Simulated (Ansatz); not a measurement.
The starting structures come from a database of crystals and need not be the phases stable at ambient conditions.

By PBEsol, the system below comes out a metal.

Without scattering a metal conducts by its projected Fermi surface.

Consider the following.

```
Nb2BS
1.0
    5.84222     0.00000     0.00000
    0.00000    11.69780     0.00000
    2.92111     0.00000     1.68650
Nb B S
4 2 2
Cartesian
  6.81593   1.17235   1.68650
  4.86852  10.52545   1.68650
  4.86852   7.02125   1.68650
  6.81593   4.67655   1.68650
  0.00000   0.00000   0.00000
  0.00000   5.84890   0.00000
  6.81593   8.77335   1.68650
  4.86852   2.92445   1.68650
```

Space group of this cell: P6_3/mmc. The cell is taken as given; by PBEsol its mean pressure is -7.7 GPa.

The current flows along the normal of the first two printed cell vectors, the (110) plane of the conventional cell. No spin-orbit coupling; the value is a mean over 0.1 eV about the Fermi level.

Task: Give the ballistic conductance per area that PBEsol in Ansatz (a quantum-chemistry and plane-wave program) yields.

Result: 0.62 × 10¹⁵ S/m² for both spins.
